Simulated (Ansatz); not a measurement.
## HfB2: transverse stress against strain

HfB2 (AlB2 type, P6/mmm, 9.732 Å³/atom at rest, c along z) under a strain ε along c (axis z), the other axes held. PBEsol in Ansatz, a plane-wave DFT program (PAW, default set), 420 eV, 21×21×17 Γ-centred mesh, Fermi-Dirac smearing 0.10 eV; ions are relaxed within the symmetry of each cell. Stress is positive for a compressed cell.

Here s stands for strain and y for stress xx.

```csv
strain (%),stress xx (GPa)
-3.00,?
-1.50,2.06
-1.00,1.34
-0.50,0.66
0.00,0.00
0.50,-0.64
1.00,-1.24
1.50,-1.83
```

The 7 complete rows are fitted with a straight line, y against s. Means: s 0, y 0.050. About the means, the sum of products is -9.0650 and the sum of squares of s is 7.0000; the slope is their ratio. Least squares gives y = 0.050 - 1.2950·s. Residuals (row less fit): 0.068, -0.005, -0.037, -0.050, -0.043, 0.005, 0.062; standard error 0.053 (degrees of freedom: 5). The slope gives the elastic constant C13 = 130 ± 2 GPa.

What does the fit predict for y at s = -3.00, and how far is the calculated value from it?

y = 0.050 - 1.2950 × (-3.0) = 3.935 GPa. The calculation gives 4.38 GPa, 0.445 GPa above the prediction (7.2 % of the range of y in the table). The row lies outside the fitted rows, so this is an extrapolation. From the scatter of the fitted rows alone, a prediction at this place has a standard error of 0.083 GPa, so the miss is 5.4 times that.

One order more, fitted to all 13 runs of the series, follows each within 0.01, so the miss is the next term of a smooth law. In a metal these values are sensitive to mesh and smearing; energies are taken to zero smearing, stresses follow the free energy. Rows are the converged runs of the series near zero and its far end; series whose fitted rows scatter by over a few per cent of the range, as at a crossing or softening among them, aren't shown in this form. Most that stay on the fit to the last digits aren't either.
